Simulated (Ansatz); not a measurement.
Levels about the gap of amorphous Si$_{24}$O$_{49}$Ca (74 atoms in a cell of 1156 Å³, 2.15 g/cm³; zone centre alone, so wide bands show as single levels with stretches between that a denser mesh fills), at the geometry that PBE relaxed, where it gives 0.0 GPa on a denser mesh. The participation number counts the atoms over which a state spreads; weights are charges in smoothed Voronoi cells. The levels come from a single point, so bond lengths are those of that geometry. Method of the levels: PBE, scalar-relativistic without spin-orbit coupling (Ansatz, a program for electronic structure). Sampling: the zone centre alone; Fermi-Dirac width 0.02 eV; no spin polarisation. At PBE the levels at the filled edge of the gap are localised (band-tail or defect states), and the nearest spread-out levels lie 5.2 eV apart at the zone centre.

The cell was made by melting and quenching with the CHGNet potential and then relaxed with DFT. O atoms were pushed apart under 1.9 Å during the dynamics, to hinder bonds among them. The hot cell started wider than the set density and was brought back towards it in steps. It is the lowest in DFT energy of 2 quenches. It is a model cell: composition and starting density were chosen by hand, and all elements were melted together. No dispersion term was used. Its density started from a set value of 2.23 and ended at 2.15 g/cm³. The simulated quench (nominally 480 K/ps over its main leg) is rapid and tends to freeze in more defects than a deposited or slowly cooled glass has. Values belong to this one cell and scatter from quench to quench. Volume and shape were free in the relaxation.

```csv
"E - E(highest filled), eV",filling,participation number,largest on,weight O,weight Si,weight Ca
-1.18,filled,24.2,"O, 2 neighbours",0.96,0.04,0.00
-1.07,filled,18.5,"O, 2 neighbours",0.96,0.04,0.00
-1.00,filled,7.9,"O, 2 neighbours",0.96,0.04,0.00
-0.45,filled,2.4,"O, 2 neighbours",0.93,0.04,0.03
-0.35,filled,2.6,"O, 2 neighbours",0.93,0.04,0.03
-0.29,filled,2.7,"O, 2 neighbours",0.92,0.04,0.03
0.00,filled,2.4,"O, 2 neighbours",0.94,0.04,0.01
4.14,empty,55.1,"Ca, 4 neighbours",0.69,0.26,0.05
5.45,empty,23.8,"O, 2 neighbours",0.61,0.31,0.08
5.57,empty,12.4,"Ca, 4 neighbours",0.57,0.19,0.24
5.92,empty,33.1,"Si, 4 neighbours",0.64,0.33,0.03
6.03,empty,30.5,"Si, 4 neighbours",0.60,0.37,0.03
6.09,empty,26.0,"Ca, 4 neighbours",0.57,0.30,0.12
6.22,empty,27.6,"Ca, 4 neighbours",0.62,0.25,0.13
```

Most localised among these is the filled level at -0.45 eV, on a O atom, which has 2 neighbours (Si 1.58 Å, Ca 2.10 Å).
